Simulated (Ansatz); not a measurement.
Take a 16-atom supercell of Si in the diamond structure (space group Fd-3m, No. 227; a = 5.4443 Å) at its relaxed geometry as the base.

All numbers come from r2SCAN (Ansatz, a quantum-chemistry and plane-wave program; PAW; 500 eV plane waves; no spin-orbit coupling).

Before the change:

* **Mean distance from the defect site to its nearest host atoms**: 2.36 Å
* **Pressure**: 0.0 GPa

It is then changed as follows: a neutral Ge on a Si site, atoms relaxed at fixed cell, starting from a slightly rattled geometry.

Task: What happens to the mean distance from the defect site to its nearest host atoms?

Result: The mean distance from the defect site to its nearest host atoms increases by 0.02 Å to 2.38 Å.

Task: Predict the new pressure.

Result: The pressure goes from zero to 0.6 GPa.

Task: What happens to the largest displacement of a host atom from its site in the perfect cell?

Result: The largest displacement of a host atom from its site in the perfect cell is 0.03 Å.

The magnetic state is the one reached from the starting moments; the real material's order can differ, and small cells can't hold many antiferromagnetic ones. The cell is small, so the values are those of an ordered compound at a high defect concentration; dilute-limit values will differ. Seeded moments were not kept for Ge on a Si site. The defect cell is spin-polarised and ends with 0.0 μB.
